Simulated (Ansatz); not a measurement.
# BaTiO3: uniaxial strain ε_yy = +1.08 %

The parent structure is BaTiO3 in the cubic perovskite structure (space group Pm-3m, No. 221; a = 3.994 Å). Axes: x, y, z lie along the cube axes.

Now apply this change: the cell is stretched by 1.08 % along y with no lateral relaxation, atoms relaxed at fixed cell.

Level of theory: r2SCAN (Ansatz, a quantum-chemistry and plane-wave program, PAW, no spin-orbit coupling). Γ-centred 8×8×8 mesh, Fermi–Dirac width 0.05 eV.

The volume per atom rises by 0.14 Å³ to 12.88 Å³ and the space group goes from Pm-3m (No. 221) to P4/mmm (No. 123). The shortest interatomic distance remains 1.997 Å and the energy goes up by 1.4 meV/atom. The band gap drops by 0.05 eV, from 2.17 eV to 2.12 eV and the gap character amounts to indirect, A → Γ. The smallest direct gap falls by 0.025 eV to 2.26 eV and the stress (xx, yy, zz, yz, xz, xy; compression positive) is (-1.19, -3.22, -1.19, 0.00, 0.00, 0.00) GPa.

Cost of the whole job for the changed cell (relaxation, final SCF and bands): very roughly 30 core-seconds.

Whether these cells are dynamically stable was not tested. All final runs are without spin polarisation. Many cubic perovskites are stable only at high temperature; tilts and polar distortions were not tested. This is not the structure that BaTiO3 has at room temperature and ambient pressure. k-point labels follow each cell's own Brillouin zone.
